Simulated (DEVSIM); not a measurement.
abrupt Si p-n junction

Structure: abrupt Si p-n junction, at 400 K.

```
layer (left to right)  material  thickness (μm)  Nd (cm⁻³)  Na (cm⁻³)  τn (s)  τp (s)
---------------------  --------  --------------  ---------  ---------  ------  ------
1                            Si            23.0          -     1.9e15  5.9e-5  5.9e-5
2                            Si           0.820     4.6e15          -  5.9e-5  5.9e-5
```

Left contact: ohmic. Right contact: ohmic. Voltage is applied to the left contact. Recombination: SRH at mid-gap. Mobility is constant in doping.

This is a model device: material constants are rounded textbook-type values typed into the input, and sizes, dopings and lifetimes were drawn at random. Values at 300 K; Nc and Nv go as T^1.5, mobilities as T to minus their exponent, the gap by Varshni's rule with the affinity fixed.

```csv
parameter,Si
gap (eV),1.124
affinity (eV),4.05
permittivity,11.7
Nc (cm⁻³),2.86e19
Nv (cm⁻³),3.1e19
μn (cm²/Vs),1417
μp (cm²/Vs),470
T exponent of μn,2.3
T exponent of μp,2.2
Varshni α (eV/K),0.000473
Varshni β (K),636
```

DEVSIM, 1D drift-diffusion, Boltzmann statistics, complete ionisation; no tunnelling, impact ionisation, image-force lowering or self-heating.

```yaml
potential_step_across_the_device_at_zero_bias: 0.431 V
largest_field_in_the_device_at_zero_bias: 12000 V/cm
Dark forward voltage at 1 A/cm²: 0.324 V
Dark forward voltage at 100 A/cm²: 0.995 V
```

Dark reverse current:

| V (V) | J (A/cm²) |
|---|---|
| -0.10 | -0.00017 |
| -0.25 | -0.00019 |
| -0.50 | -0.00021 |
| -0.75 | -0.00022 |
| -1.00 | -0.00023 |
| -1.50 | -0.00026 |
| -2.00 | -0.00029 |
| -2.50 | -0.00032 |

Dark forward current:

```json
[
 {"V (V)": "0.05", "J (A/cm²)": "0.00058"},
 {"V (V)": "0.15", "J (A/cm²)": "0.013"},
 {"V (V)": "0.20", "J (A/cm²)": "0.053"},
 {"V (V)": "0.30", "J (A/cm²)": "0.65"},
 {"V (V)": "0.40", "J (A/cm²)": "3.3"},
 {"V (V)": "0.45", "J (A/cm²)": "5.7"},
 {"V (V)": "0.55", "J (A/cm²)": "13"},
 {"V (V)": "0.60", "J (A/cm²)": "19"},
 {"V (V)": "0.70", "J (A/cm²)": "33"},
 {"V (V)": "0.80", "J (A/cm²)": "51"},
 {"V (V)": "0.85", "J (A/cm²)": "62"},
 {"V (V)": "0.95", "J (A/cm²)": "87"},
 {"V (V)": "1.05", "J (A/cm²)": "120"},
 {"V (V)": "1.10", "J (A/cm²)": "130"},
 {"V (V)": "1.20", "J (A/cm²)": "170"},
 {"V (V)": "1.25", "J (A/cm²)": "190"},
 {"V (V)": "1.35", "J (A/cm²)": "230"},
 {"V (V)": "1.45", "J (A/cm²)": "280"},
 {"V (V)": "1.50", "J (A/cm²)": "310"},
 {"V (V)": "1.60", "J (A/cm²)": "360"}
]
```
